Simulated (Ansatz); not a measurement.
C_Si, started at the Si site. With PBE, PAW (Ansatz, a program for electronic structure) in a 64-site cell of silicon (PBE lattice) with 2×2×2 shifted sampling: neutral formation energy 1.61 eV with the elements as references.

What does HSE06, PAW (Ansatz) in a 64-site cell of silicon (lattice scaled to a tabulated measured volume, 20.01 Å³ a site) with 2×2×2 shifted sampling give for the same quantities?

neutral formation energy 1.59 eV with the elements as references.
